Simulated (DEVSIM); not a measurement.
System: abrupt Si p-n junction, at 350 K.

```
layer (left to right)  material  thickness (μm)  Nd (cm⁻³)  Na (cm⁻³)  τn (s)  τp (s)
---------------------  --------  --------------  ---------  ---------  ------  ------
1                            Si            5.50          -     1.9e15  1.6e-7  1.6e-7
2                            Si             160     1.7e14          -  1.6e-7  1.6e-7
```

Left contact: ohmic. Right contact: ohmic. Voltage is applied to the left contact. Recombination: SRH at mid-gap, radiative. Mobility is μmin + (μ − μmin)/(1 + (N/Nref)^α).

Constants are typed, rounded textbook-type inputs, not results; the design itself was drawn at random and stands for no fabricated device. Values at 300 K; Nc and Nv go as T^1.5, mobilities as T to minus their exponent, the gap by Varshni's rule with the affinity fixed.

| parameter | Si |
|---|---|
| gap (eV) | 1.124 |
| affinity (eV) | 4.05 |
| permittivity | 11.7 |
| Nc (cm⁻³) | 2.86e19 |
| Nv (cm⁻³) | 3.1e19 |
| μn (cm²/Vs) | 1417 |
| μp (cm²/Vs) | 470 |
| μn,min | 52 |
| μp,min | 45 |
| Nref,n | 9.7e16 |
| Nref,p | 2.2e17 |
| αn | 0.68 |
| αp | 0.72 |
| T exponent of μn | 2.3 |
| T exponent of μp | 2.2 |
| B (cm³/s) | 4.7e-15 |
| Varshni α (eV/K) | 0.000473 |
| Varshni β (K) | 636 |

Simulated with DEVSIM: 1D drift-diffusion, Boltzmann statistics, complete ionisation; no tunnelling, impact ionisation, image-force lowering or self-heating.

**Question.** Give the small-signal capacitance in reverse bias (quasi-static).

**Answer.** 
| V (V) | C (nF/cm²) |
|---|---|
| -0.4 | 4.08 |
| -1 | 3.06 |
| -2 | 2.33 |
| -3 | 1.96 |
| -4 | 1.72 |
| -6 | 1.42 |
| -8 | 1.24 |
| -10 | 1.12 |
| -13 | 0.984 |
| -16 | 0.889 |
| -20 | 0.797 |
